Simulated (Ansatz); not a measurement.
**V₂O₅ (Pmmn, No. 59, 14 atoms in the cell)**

The numbers are results of r²SCAN in Ansatz (PAW), not measurements.

Run with plane-wave cutoff 560 eV, 10×4×8 k mesh (along the axes of the cell as run), Fermi–Dirac smearing 0.01 eV, no spin polarisation, scalar-relativistic PAW data made under PBE.

Cell (relaxed with PBEsol):

```yaml
crystal:
  lattice:
    - [3.53778, 0.00000, 0.00000]
    - [0.00000, 11.51065, 0.00000]
    - [0.00000, 0.00000, 4.36778]
  atoms:
    - { symbol: V, position: [0.00000, 0.14861, 0.88757] }
    - { symbol: V, position: [0.00000, 0.85139, 0.88757] }
    - { symbol: V, position: [0.50000, 0.35139, 0.11243] }
    - { symbol: V, position: [0.50000, 0.64861, 0.11243] }
    - { symbol: O, position: [0.00000, 0.00000, 0.99354] }
    - { symbol: O, position: [0.50000, 0.50000, 0.00646] }
    - { symbol: O, position: [0.00000, 0.14633, 0.52633] }
    - { symbol: O, position: [0.00000, 0.85367, 0.52633] }
    - { symbol: O, position: [0.50000, 0.35367, 0.47367] }
    - { symbol: O, position: [0.50000, 0.64633, 0.47367] }
    - { symbol: O, position: [0.50000, 0.18151, 0.99383] }
    - { symbol: O, position: [0.50000, 0.81849, 0.99383] }
    - { symbol: O, position: [0.00000, 0.31849, 0.00617] }
    - { symbol: O, position: [0.00000, 0.68151, 0.00617] }
```

```
Quantity                                                 Result
-------------------------------------------  ------------------
band gap                                     2.18 eV (indirect)
smallest direct gap on the k points sampled             2.43 eV
direct gap at Γ                                         2.78 eV
```

Note: cell and atoms aren't relaxed at this level (largest force component 0.30 eV/Å).

Static lattice: no zero-point or thermal effects.

It cost very roughly 2.8 core-minutes of CPU time.

Ansatz is a first-principles code.
